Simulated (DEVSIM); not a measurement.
Device: abrupt Si n-p junction, at 350 K.

```csv
layer (left to right),material,thickness (μm),Nd (cm⁻³),Na (cm⁻³),τn (s),τp (s)
1,Si,7.50,4.7e16,-,8.2e-7,8.2e-7
2,Si,1.90,-,2.3e15,8.2e-7,8.2e-7
```

Left contact: ohmic. Right contact: ohmic. Voltage is applied to the left contact. Recombination: SRH at mid-gap, radiative, Auger. Mobility is μmin + (μ − μmin)/(1 + (N/Nref)^α).

Constants are typed, rounded textbook-type inputs, not results; the design itself was drawn at random and stands for no fabricated device. Values at 300 K; Nc and Nv go as T^1.5, mobilities as T to minus their exponent, the gap by Varshni's rule with the affinity fixed.

```csv
parameter,Si
gap (eV),1.124
affinity (eV),4.05
permittivity,11.7
Nc (cm⁻³),2.86e19
Nv (cm⁻³),3.1e19
μn (cm²/Vs),1417
μp (cm²/Vs),470
"μn,min",52
"μp,min",45
"Nref,n",9.7e16
"Nref,p",2.2e17
αn,0.68
αp,0.72
T exponent of μn,2.3
T exponent of μp,2.2
B (cm³/s),4.7e-15
Cn (cm⁶/s),2.8e-31
Cp (cm⁶/s),9.9e-32
Varshni α (eV/K),0.000473
Varshni β (K),636
```

Simulated with DEVSIM: 1D drift-diffusion, Boltzmann statistics, complete ionisation; no tunnelling, impact ionisation, image-force lowering or self-heating.

The doping Nd of layer 1 was swept, all else fixed.

```tsv
doping Nd of layer 1 (cm^-3)	potential step across the device at zero bias (V)	largest field in the device at zero bias (V/cm)	dark forward voltage at 100 A/cm² (V)
1.4e15	0.511	11000	0.705
4.7e15	0.547	15000	0.643
1.4e16	0.580	18000	0.599
4.7e16	0.617	21000	0.577
1.4e17	0.650	28000	0.567
4.7e17	0.686	(withheld)	0.563
1.4e18	0.719	72000	0.561
```

### Question
What belongs in the gaps?

### Answer

- 4.7e17, largest field in the device at zero bias (V/cm): 44000
